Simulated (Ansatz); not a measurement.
**InSb: response to strain**

Consider InSb in the zinc blende structure (space group F-43m, No. 216).

```yaml
crystal:
  lattice:
    - [0.00000, 3.27807, 3.27807]
    - [3.27807, 0.00000, 3.27807]
    - [3.27807, 3.27807, 0.00000]
  atoms:
    - { symbol: In, position: [0.00000, 0.00000, 0.00000] }
    - { symbol: Sb, position: [0.25000, 0.25000, 0.25000] }
```

Cartesian axes are those of the cell as printed.

Strains are applied to the cell and any free atomic positions relax.

Method: Ansatz (a quantum-chemistry and plane-wave program), r2SCAN, PAW, cutoff 500 eV, scalar-relativistic without spin-orbit coupling.

Notes on the quantities. energy relative to the base: free energy F; pressure: mean of the normal stresses, compression positive.

```csv
case,band gap,energy relative to the base,volume per atom,pressure
base,zero,0 meV/atom,35.23 Å³,0.0 GPa
uniaxial strain ε_zz = −3.00 %,0.10 eV,___,34.17 Å³,___
uniaxial strain ε_zz = −2.50 %,0.09 eV,+4.5 meV/atom,34.34 Å³,1.2 GPa
uniaxial strain ε_zz = −2.00 %,0.08 eV,+2.8 meV/atom,34.52 Å³,___
uniaxial strain ε_zz = −1.50 %,0.06 eV,___,34.70 Å³,0.7 GPa
uniaxial strain ε_zz = −0.50 %,zero,+0.2 meV/atom,35.05 Å³,0.2 GPa
```

Problem. Fill in the withheld entries from the trend.

Solution. 
- uniaxial strain ε_zz = −3.00 %, energy relative to the base: +6.5 meV/atom
- uniaxial strain ε_zz = −3.00 %, pressure: 1.4 GPa
- uniaxial strain ε_zz = −2.00 %, pressure: 0.9 GPa
- uniaxial strain ε_zz = −1.50 %, energy relative to the base: +1.6 meV/atom

Spin-orbit coupling, missing from the scalar runs, can matter with Sb. Stability against distortions was not tested. All final runs are without spin polarisation. Gaps under 0.05 eV, about the width of the smearing, are given as zero. The zero or small gap of InSb can change with the level of theory.
